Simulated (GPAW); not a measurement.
Troubleshooting GPAW: a failed run on FeGe (P2_13, 8 atoms in the cell). The aim is a self-consistent single point with DFT PBE, plane waves, GPAW PAW datasets PBE (gpaw-data 1.0.1).

Cell that was meant: a = 4.7597 Å, b = 4.7597 Å, c = 4.7597 Å, α = 90.00°, β = 90.00°, γ = 90.00°.

Part of the input:

```python
                                [0.865240, 0.634760, 0.365240],
                                [0.844970, 0.844970, 0.844970],
                                [0.655030, 0.155030, 0.344970],
                                [0.344970, 0.655030, 0.155030]],
              pbc=True)

atoms.set_initial_magnetic_moments([4.0, 4.0, 4.0, 4.0, 0.0, 0.0, 0.0, 0.0])
[...]
            xc='PBE',
            kpts=monkhorst_pack((5, 5, 5)) + [0.5 / 5, 0.5 / 5, 0.5 / 5],
            occupations={'name': 'fermi-dirac', 'width': 0.05},
            nbands=-14,
            convergence={'forces': 0.001},
            symmetry={'symmorphic': False, 'tolerance': 0.0005},
            maxiter=150,
            txt='-')
```

Output, abridged:

```
Traceback (most recent call last):
   [... frames left out ...]
ValueError: Array "positions" has wrong length: 7 != 8.
```

Q: Read the log: what does the program object to, and what is the fix?

A: The fault is an atom count that does not match the list of atoms (one position left out); here the program stops on it instead of giving results. To fix it, make the count match the list. The program stopped before any SCF iteration.

An input that runs soundly differs in these lines (not the only fix; some lines may just follow from the change or write a value another way):
```diff
-                                [0.344970, 0.655030, 0.155030]],
+                                [0.344970, 0.655030, 0.155030],
+                                [0.155030, 0.344970, 0.655030]],
-            nbands=-14,
-            convergence={'forces': 0.001},
+            nbands=-6,
+            convergence={'forces': 0.001, 'bands': -4},
```

With that input, the run converged in 29 iterations: free energy E − TS (from the program's reference atoms) -54.8994 eV; Fermi level (on the code's own zero) 10.25 eV; pressure -7.71 GPa; largest force (vector length) 0.290 eV/Å; size of the cell's spin moment 4.95 μB (DFT PBE, plane waves, GPAW PAW datasets PBE (gpaw-data 1.0.1)).

On the sound input: the starting cell comes from a database of computed structures (which also holds hypothetical and non-ambient phases and stackings), without a prior relaxation at this level. Its lattice was rescaled by a random factor within 2.5 % of one. The magnetic order is the one reached from the typed start; others were not searched systematically. With a pressure of about -8 GPa the cell is away from its equilibrium volume at this level.
